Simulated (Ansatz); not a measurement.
Band structure of Br (Cmce, 4 atoms in the cell).

```
CELL_PARAMETERS angstrom
      2.28883    -3.40770     0.00000
      2.28883     3.40770     0.00000
      0.00000     0.00000     8.91010
ATOMIC_POSITIONS crystal
  Br 0.86100 0.86100 0.88900
  Br 0.63900 0.63900 0.38900
  Br 0.36100 0.36100 0.61100
  Br 0.13900 0.13900 0.11100
```

Method: PBE (plane waves, PAW; Ansatz, a program for electronic structure).

Settings: kpoints.mp_grid.grid = 5 5 2; hamiltonian.xc = pbe; hamiltonian.pseudopotentials = {kind: paw} (the program's default PAW files); scf.occupations.method = fermi_dirac; scf.occupations.width = 0.02 eV; kpoints.band_path.npoints = 8.

The starting cell has typed, rounded lattice constants, without a prior relaxation at this level. Its lattice was rescaled by a random factor within 2.5 % of one.

### Question
Predict the gap along the standard path and the places of the band edges.

### Answer
The gap along the path is 1.57 eV, from R to a point between Γ and X; the smallest direct gap on it is 1.60 eV. Another conduction valley lies within 0.1 eV, so the order of the valleys is not sure.

Levels in eV from the top of the valence band on the path, bands 11 to 17:
```json
[
 {"point": "Γ", "11": "-0.91", "12": "-0.39", "13": "-0.05", "14": "-0.02", "15": "1.58", "16": "2.38", "17": "6.02"},
 {"point": "X", "11": "-1.10", "12": "-0.81", "13": "-0.39", "14": "-0.08", "15": "1.85", "16": "2.14", "17": "8.07"},
 {"point": "S", "11": "-0.84", "12": "-0.84", "13": "-0.25", "14": "-0.25", "15": "2.28", "16": "2.28", "17": "7.25"},
 {"point": "R", "11": "-0.53", "12": "-0.53", "13": "0.00", "14": "0.00", "15": "1.97", "16": "1.97", "17": "7.56"},
 {"point": "A", "11": "-0.54", "12": "-0.54", "13": "-0.46", "14": "-0.46", "15": "1.97", "16": "1.97", "17": "8.62"},
 {"point": "Z", "11": "-0.83", "12": "-0.83", "13": "-0.03", "14": "-0.03", "15": "1.87", "16": "1.87", "17": "6.69"},
 {"point": "Y", "11": "-1.32", "12": "-1.10", "13": "-0.45", "14": "-0.09", "15": "1.62", "16": "2.10", "17": "7.36"},
 {"point": "X1", "11": "-1.10", "12": "-0.81", "13": "-0.39", "14": "-0.08", "15": "1.85", "16": "2.14", "17": "8.07"},
 {"point": "A1", "11": "-0.54", "12": "-0.54", "13": "-0.46", "14": "-0.46", "15": "1.97", "16": "1.97", "17": "8.62"},
 {"point": "T", "11": "-0.92", "12": "-0.92", "13": "-0.64", "14": "-0.64", "15": "1.78", "16": "1.78", "17": "8.06"}
]
```

Keys are those of Ansatz 0.2.
